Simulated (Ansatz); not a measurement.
Base system: HgTe in the zinc blende structure (space group F-43m, No. 216; a = 6.4350 Å). Axes: x, y, z lie along the cube axes.

All numbers come from Kohn–Sham DFT with the LDA functional, run in Ansatz (a quantum-chemistry and plane-wave program) with PAW and 420 eV plane waves, no spin-orbit coupling.

Strains are applied to the cell and any free atomic positions relax; under biaxial strain the out-of-plane vector relaxes too.

One change was made to it. Results:

| quantity | base | after |
|---|---|---|
| energy relative to the base (free energy F) | 0 meV/atom | +3.5 meV/atom |
| pressure (mean of the normal stresses, compression positive) | 0.0 GPa | 0.6 GPa |
| volume per atom | 33.31 Å³ | 32.89 Å³ |
| band gap | zero | zero |

Problem. Which of these changes matches the shifts?
A. biaxial strain −2.00 %, plane normal [001], relaxed out of plane
B. biaxial strain −1.00 %, plane normal [001], relaxed out of plane
C. biaxial strain −0.50 %, plane normal [001], relaxed out of plane
D. biaxial strain +0.50 %, plane normal [001], relaxed out of plane

Solution. A, biaxial strain −2.00 %, plane normal [001], relaxed out of plane. For comparison, the energy relative to the base in the other runs: biaxial strain +0.50 %, plane normal [001], relaxed out of plane gives +0.2 meV/atom; biaxial strain −0.50 %, plane normal [001], relaxed out of plane gives +0.2 meV/atom; biaxial strain −1.00 %, plane normal [001], relaxed out of plane gives +0.9 meV/atom.

The mesh was chosen for an insulator and is coarse for the gapless case. With Hg and Te present, leaving out spin-orbit coupling can change the band edges. Stability against distortions was not tested. The final runs are not spin-polarised. Gaps under 0.05 eV, about the width of the smearing, are given as zero. The zero or small gap of HgTe can change with the level of theory.
